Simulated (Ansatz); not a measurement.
Given:

```
CELL_PARAMETERS angstrom
      3.98419     0.00000     0.00000
     -1.99209     3.45041     0.00000
      0.00000     0.00000    19.09975
ATOMIC_POSITIONS crystal
  Sn 0.00000 0.00000 0.50000
  Se 0.33333 0.66667 0.58154
  Se 0.66667 0.33333 0.41846
```

All values below come from PBE with spin-orbit coupling, rigid bands (plane waves, PAW; Ansatz, a quantum-chemistry and plane-wave program). Condition of this run: biaxial strain +3 % with spin-orbit coupling. Geometry: cell and atoms relaxed with PBE, then loaded as said.

Task: Predict the electron conductivity mass (n e² τ/σ) at 300 K, by direction if it differs.

Result: 0.37 mₑ.

Task: What conductivity effective mass do dilute holes have at 300 K?

Result: 0.55 mₑ.

Task: And the band gap?

Result: 0.88 eV at this level; semilocal functionals usually fall short of the measured gap.

Rigid bands, one relaxation time for all states, no polarons.

Model free-standing layer, not matched to a measured one here: monolayer SnSe2.
